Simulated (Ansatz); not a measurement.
**Band gap of diamond and zinc-blende semiconductors: r2SCAN against PBEsol**

Ansatz (plane waves, PAW); cells keep the symmetry of their structure type. Ansatz (an electronic-structure program) is a plane-wave DFT program; potentials: the later of its two PAW sets. No spin-orbit coupling. PBEsol gaps are read at band edges searched over the zone in cells relaxed at that level, r2SCAN gaps at band edges searched over the zone in cells relaxed at that level. The two cells differ, so the slope holds a volume effect too.

Here x stands for PBEsol gap and y for r2SCAN gap.

| solid | PBEsol gap (eV) | r2SCAN gap (eV) |
|---|---|---|
| GaAs | 0.42 | 0.96 |
| BeTe | 1.84 | 2.38 |
| ZnS | 2.09 | 2.70 |
| BeS | 2.91 | 3.59 |
| AlN | 3.19 | 3.94 |
| C | 4.03 | ? |
| BN | 4.30 | 5.00 |

Fit y of the 6 rows that show it with a straight line. With u = x - 2.5, the rows have u = -2.0800, -0.6600, -0.4100, 0.4100, 0.6900, 1.8000. Means: u -0.041667, y 3.095. About the means, the sum of products is 9.2897 and the sum of squares of u is 8.8039; the slope is their ratio. Least squares gives y = 3.139 + 1.0552·u. Residuals (row less fit): 0.016, -0.063, -0.006, 0.018, 0.073, -0.038; standard error 0.053 (degrees of freedom: 4). The slope is 1.06 with a standard error of 0.018.

**Question.** Estimate the missing y (x = 4.03); what did the run itself give?

**Answer.** u = 1.5300, so y = 3.139 + 1.0552 × 1.5300 = 4.753 eV. The calculation gives 4.36 eV, 0.393 eV below the prediction (9.7 % of the range of y in the table). The row lies between fitted rows. From the scatter of the fitted rows alone, a prediction at this place has a standard error of 0.064 eV, so the miss is 6.1 times that.

AlN is here a metastable form; wurtzite is the usual one. Spin-orbit coupling is left out, which can shift this property for GaAs, BeTe. The rows are a random draw from the solids of this series computed here; series whose standard error about the line passes 12 to 30 % of the range of y, or with no trend, aren't shown in this form.
